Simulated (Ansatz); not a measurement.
## Step by step: formation energy of the neutral V_C in ZrC (rock salt, Fm-3m)

Subject: the formation energy of the neutral V_C in ZrC (rock salt, Fm-3m). Reaction: 8 ZrC (rock salt) → cell A + C (graphite).

A: a supercell of 16 sites of ZrC (rock salt, Fm-3m) with one empty C site amid 6 Zr; spin state with PBE: run without spin.

Ansatz (an electronic-structure program) with PAW potentials; structures come from PBE+D3(BJ) relaxations, nuclei static, no net charge. Ansatz runs with its default PAW set. Other levels take these structures. The lattices are those relaxed with PBE+D3(BJ), so at other levels the solids can be strained. A dispersion term (D3(BJ), or D4 for r2SCAN) was computed beside these levels and is taken off wherever the name lacks it. The cell is small for its defects, so this is an ordered compound on the host's lattice rather than an isolated defect. The value holds for the reservoirs listed; other chemical potentials shift it. Cell A has symmetry Fm-3m and got no random move, so less symmetric positions, which may lie lower, weren't tried.

Total energies of the cells in eV, at zero smearing width. They compare only within one column; the weights balance every element.

```
cell             atoms  weight        r2SCAN
---------------  -----  ------  ------------
A: ZrC:V_C          15      +1  -35336.23789
C (graphite)         4    +1/4   -1006.66207
ZrC (rock salt)     16      −1  -35589.57585
```

r2SCAN: (-35336.23789) + 1/4 × (-1006.66207) − (-35589.57585) = 1.672 eV.

What follows from the r2SCAN value: The value above is the C-rich limit, with C (graphite) as reservoir. The host forms with -1.01 eV/atom at this level, so before it gives way to its other element Δμ(C) can go down to -1.01 × 2 = -2.02 eV (other compounds may narrow the range). The defect releases 1 C, so the C-poor limit is 1.67 + 1 × (-2.02) = -0.35 eV.

With the reservoirs of the reaction as written, and without entropy terms or charged states, the share of sites that hold the defect in equilibrium is exp(−1.67 eV/k_BT) = 3.8×10^-9 at 1000 K.
